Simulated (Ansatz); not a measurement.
We consider TiCo3 (P6₃/mmc, No. 194, 8 atoms in the cell; start mp-1079863), described by r²SCAN (plane waves, PAW; Ansatz, a first-principles code).

Settings: plane-wave cutoff 560 eV, 12×12×14 k mesh (along the axes of the cell as run), Fermi–Dirac smearing 0.05 eV, spin-polarised start, scalar-relativistic PAW data made under PBE.

Cell (relaxed at this level):

```cif
data_Co6Ti2
_chemical_formula_sum 'Ti2 Co6'
_space_group_name_H-M_alt 'P63/mmc'
_space_group_IT_number 194
_space_group_name_Hall '-P 6c 2c'
_cell_length_a 5.03758
_cell_length_b 5.03758
_cell_length_c 4.23542
_cell_angle_alpha 90.000
_cell_angle_beta 90.000
_cell_angle_gamma 120.000
loop_
_atom_site_label
_atom_site_type_symbol
_atom_site_symmetry_multiplicity
_atom_site_Wyckoff_symbol
_atom_site_fract_x
_atom_site_fract_y
_atom_site_fract_z
_atom_site_occupancy
Ti1 Ti 2 c 0.33333 0.66667 0.25000 1
Co1 Co 6 h 0.32331 0.16166 0.25000 1
```

Task: Estimate the bulk modulus that the calculation returns.

Result: 
* **bulk modulus**: 188 GPa

The run finds no gap.

Note: the magnetic order was assumed, not searched for or taken from measurement; the bulk modulus is −V dP/dV from two relaxed cells at ±2 % in volume; the relaxation could not lower the start's symmetry, so the cell can be a saddle point above a distorted one.

Static lattice: no zero-point or thermal effects.

A start named mp-… is a Materials Project structure, which need not be a measured phase.
